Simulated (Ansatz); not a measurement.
Take SiC in the zinc blende structure (space group F-43m, No. 216; a = 4.380 Å) as the base.

All numbers come from PBE in Ansatz (plane waves to 420 eV, PAW, spin-orbit coupling left out).

Before the change:

| Quantity | Result |
|---|---|
| Gap character | indirect, Γ → X |
| Width of the top valence band | 4.63 eV |
| Volume per atom | 10.50 Å³ |
| Band gap | 1.37 eV |
| Hole mass | 0.36, 0.59, 0.59 mₑ (at Γ) |

Perturbation: every Si is replaced by Sn, then cell and atoms are relaxed.

Problem. What happens to the gap character?

Solution. The gap character changes from indirect, Γ → X to direct at Γ.

Problem. Estimate the effect on the width of the top valence band.

Solution. The width of the top valence band decreases by 0.815 eV, from 4.63 eV to 3.81 eV.

Problem. What does the calculation give for the volume per atom after the change?

Solution. The volume per atom goes up by 5.96 Å³ to 16.46 Å³.

Problem. What does the calculation give for the band gap after the change?

Solution. The band gap shrinks by 0.75 eV to 0.62 eV.

Problem. What does the calculation give for the hole mass after the change?

Solution. The hole mass (degenerate bands, along [100]) becomes 0.061, 0.50, 0.50 mₑ (at Γ) (base: 0.36, 0.59, 0.59 mₑ (at Γ)).

Masses are band curvatures over ±0.01 Å⁻¹ around the edge. Stability against distortions was not tested. As relaxed here, SnC is a hypothetical phase, not in the database extracts checked.

Ansatz is a quantum-chemistry and plane-wave program.
